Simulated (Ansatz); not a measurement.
# Alloy series in AlAs

Take AlAs in the zinc blende structure (space group F-43m, No. 216; a = 5.728 Å) as the base.

The other end (x = 1) is InAs in the zinc blende structure (space group F-43m, No. 216): 29.59 Å³/atom, gap zero.

In replaces a fraction x of Al; each row is one arrangement (x, atoms in the cell, starting space group or random), fully relaxed.

Computed with PBE in Ansatz (plane waves to 420 eV, PAW, without spin-orbit coupling).

Notes on the quantities. mixing energy: to 0.01 eV only: unlike meshes or grids.

```
case                           mixing energy  band gap  volume per atom
-----------------------------  -------------  --------  ---------------
base                                       –   1.50 eV         23.50 Å³
x(In) = 0.25, 8 atoms, Amm2    +0.02 eV/atom   0.97 eV         24.88 Å³
x(In) = 0.25, 8 atoms, Pmm2    +0.01 eV/atom   1.03 eV         24.84 Å³
x(In) = 0.333, 6 atoms, I-4m2  +0.01 eV/atom   0.84 eV         25.35 Å³
x(In) = 0.333, 6 atoms, Imm2   +0.01 eV/atom   0.88 eV         25.30 Å³
x(In) = 0.5, 8 atoms, Cm       +0.01 eV/atom   0.48 eV         26.29 Å³
x(In) = 0.5, 4 atoms, R3m      +0.03 eV/atom   0.36 eV         26.38 Å³
x(In) = 0.75, 8 atoms, Pmm2    +0.01 eV/atom      zero         27.90 Å³
x(In) = 0.75, 8 atoms, R3m     +0.02 eV/atom      zero         27.97 Å³
x(In) = 0.75, 8 atoms, I-42m   +0.01 eV/atom      zero         27.87 Å³
```

Each cell is one ordered arrangement of few atoms, which overstates ordering effects compared with a random alloy. No phonon test of stability was made. All final runs are without spin polarisation. Gaps under 0.05 eV, about the width of the smearing, are given as zero. The zero or small gap of InAs and AlIn3As4 can change with the level of theory.

Ansatz is a program for electronic structure.
